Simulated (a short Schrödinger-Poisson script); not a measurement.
Symmetric double-gate stack, SiO2 on p-type Ge(100)

Stack: symmetric double-gate stack, SiO2 on p-type Ge(100), at 300 K.

| layer | material | thickness (nm) | Na (cm⁻³) |
|---|---|---|---|
| 1 | SiO2 | 1.7 | - |
| 2 | Ge | 8 | 5e15 |
| 3 | SiO2 | 1.7 | - |

The device is made up for the run: typed textbook-type constants, with dimensions and the other settings drawn at random. SiO2: permittivity 3.9, conduction-band edge (eV) 3.1, gap (eV) 9, electron mass (mₑ) 0.5. Ge: permittivity 16, conduction-band edge (eV) 0, gap (eV) 0.664, Nv at 300 K (cm⁻³) 6e18.

Channel valleys (confinement mass, in-plane density-of-states mass, number): L4 0.12, 0.295, 4. At the gates, both at one voltage, the conduction-band edge of layer 1 lies 3.19 eV − eVg above the Fermi level of the channel. Gaps are held at their typed values at every temperature. Mesh 0.03 nm at interfaces.

Solved with a short Schrödinger-Poisson script written for these runs: 1D Poisson equation in equilibrium, electrons quantum, Hartree (BenDaniel-Duke, 12 states a valley, the channel's in-plane mass for all, wave functions free to enter the dielectric), parabolic valleys, classical holes, full ionisation, no traps, pinning or gate leakage.

| Vg (V) | electrons (cm⁻²) | C (μF/cm²) | L4 E0 (meV) | L4 E1 (meV) |
|---|---|---|---|---|
| -0.2 | 4.23e7 | < 0.003 | 326.5 | 436.6 |
| -0.1 | 2.01e9 | 0.0127 | 226.6 | 336.7 |
| 0 | 8.20e10 | 0.442 | 130.7 | 240.6 |
| 0.1 | 8.45e11 | 1.95 | 69.7 | 177.1 |
| 0.2 | 2.28e12 | 2.55 | 42.7 | 145.7 |
| 0.3 | 3.95e12 | 2.77 | 27.0 | 125.1 |
| 0.4 | 5.72e12 | 2.90 | 15.7 | 109.0 |
| 0.5 | 7.56e12 | 2.98 | 6.9 | 95.5 |
| 0.6 | 9.44e12 | 3.05 | -0.5 | 83.6 |
| 0.7 | 1.14e13 | 3.10 | -6.8 | 73.0 |
| 0.8 | 1.33e13 | 3.15 | -12.4 | 63.5 |
| 0.9 | 1.53e13 | 3.19 | -17.4 | 54.8 |
| 1 | 1.73e13 | 3.23 | -22.0 | 46.8 |
| 1.1 | 1.93e13 | 3.27 | -26.1 | 39.5 |
| 1.2 | 2.14e13 | 3.30 | -29.9 | 32.7 |
| 1.3 | 2.34e13 | 3.33 | -33.3 | 26.5 |
| 1.4 | 2.55e13 | 3.36 | -36.6 | 20.7 |
| 1.5 | 2.76e13 | 3.38 | -39.6 | 15.3 |

Gate voltages with under 1e6 electrons/cm² are left out.

Subbands count from the Fermi level. The capacitance is that of both gates.

Only the L valleys are kept; under strong confinement the Δ valleys of Ge fill too.
